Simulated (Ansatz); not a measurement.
Base system: Sc in the hcp (Mg type) structure (space group P6_3/mmc, No. 194; a = 3.318 Å, c = 5.186 Å; relaxed with 0.1 eV smearing).

Computed with Kohn–Sham DFT with the PBE functional, run in Ansatz (a first-principles code) with PAW and 420 eV plane waves, scalar-relativistic without spin-orbit coupling.

Before the change:

The pressure comes out as 0.0 GPa. The band gap comes out as zero.

One thing is altered: an isotropic linear strain of −1.50 %; the atoms relax in the strained cell.

Problem. What happens to the pressure?

Solution. The pressure (mean of the normal stresses, compression positive) goes from zero to 2.6 GPa.

Problem. Predict the new energy relative to the base.

Solution. The energy grows by 8.7 meV/atom.

Problem. What does the calculation give for the band gap after the change?

Solution. The band gap is still zero.

Whether these cells are dynamically stable was not tested. The final runs are not spin-polarised.
